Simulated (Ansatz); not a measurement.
Element substitutions in Sb

Take Sb in the A7 type structure (space group R-3m, No. 166; a = 4.328 Å, c = 11.343 Å (hexagonal axes); layered) as the base.

Each row replaces one element on all its sites; cell and atoms are relaxed.

The values are results of Ansatz (an electronic-structure program) r2SCAN+rVV10, no SOC, not measurements.

```tsv
case	density	space group
base	6.59 g/cm³	R-3m (No. 166)
Sb → Bi	9.78 g/cm³	R-3m (No. 166)
Sb → Sn	7.02 g/cm³	Pm-3m (No. 221)
Sb → Pt	[?]	Pm-3m (No. 221)
```

Problem. Some entries are withheld; estimate them.

Solution. 
- Sb → Pt, density: 18.58 g/cm³

Whether these cells are dynamically stable was not tested. As relaxed here, Sn and Pt are hypothetical phases, not in the database extracts checked. All final runs are without spin polarisation.
